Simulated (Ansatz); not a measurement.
# C–C bond length (Å) in related cells

A. C (graphite, P6₃/mmc)
B. C (diamond, Fd-3m)

Computed with Ansatz (plane waves, PAW), its default PAW set. Each column's cells are at rest at that level. No structure search was made; lower ones may exist. Atoms count as bonded under 1.18 times the sum of their covalent radii (1.35 for H and a metal); two metal atoms count in their first shell alone, and not where both have two or more other neighbours. Mean, with the range where bonds differ.

| system | PBE+D3(BJ) | r2SCAN+D4 (own geometry) |
|---|---|---|
| A | 1.423 | 1.416 |
| B | 1.540 | 1.539 |

With PBE+D3(BJ) the value of B exceeds that of A by 0.117 Å. With r2SCAN+D4 (own geometry) the value of B exceeds that of A by 0.123 Å.

Ansatz is a quantum-chemistry and plane-wave program.
